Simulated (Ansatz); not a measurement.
SiC under load (space group P6_3mc), Ansatz (a first-principles code) with r2SCAN with spin-orbit coupling, rigid bands. Condition of this run: uniaxial stress along c of 5 GPa (compression positive) (the target of the relaxation). Band gap 2.72 eV, N_c = 1.05e19 cm⁻³ and N_v = 8.28e19 cm⁻³ at 300 K, conductivity masses along x (a = (3.08, 0.00, 0.00) Å; b = (-1.54, 2.67, 0.00) Å; c = (0.00, 0.00, 5.00) Å) of 0.434 mₑ (electrons) and 1.40 mₑ (holes). Take k_BT = 0.02585 eV.

Question: Find the intrinsic carrier density and the intrinsic Fermi level.

Answer: n_i = √(N_c N_v) exp(−E_g/2k_BT) = 2.95e19 × exp(−52.61) = 4.2e-4 cm⁻³. The level lies (k_BT/2) ln(N_v/N_c) = 27 meV from mid-gap (positive towards the conduction band). Each 0.1 eV added to the gap lowers n_i by a factor of 6.9.

Question: What thermal injection velocity √(2k_BT/πm) limits a ballistic channel along the direction named?

Answer: 8.17e6 cm/s for electrons and 4.55e6 cm/s for holes, a ratio of √(m_h/m_e) = 1.80, for dilute carriers.

Question: A film of it is 2 nm thick, with its normal along the direction named. Estimate the confinement energies in an infinite well.

Answer: ħ²π²/(2m t²) = 0.376 eV·nm²/(m/mₑ × t²) gives 217 meV for electrons and 67.1 meV for holes, so the gap would widen to about 3.00 eV. Finite barriers and nonparabolic bands lower this, and with several valleys or bands the heaviest mass along the normal sets the lowest level, not this average.

Rigid bands with the computed gap; masses take one relaxation time for all states. Geometry: cell and atoms relaxed with PBEsol.
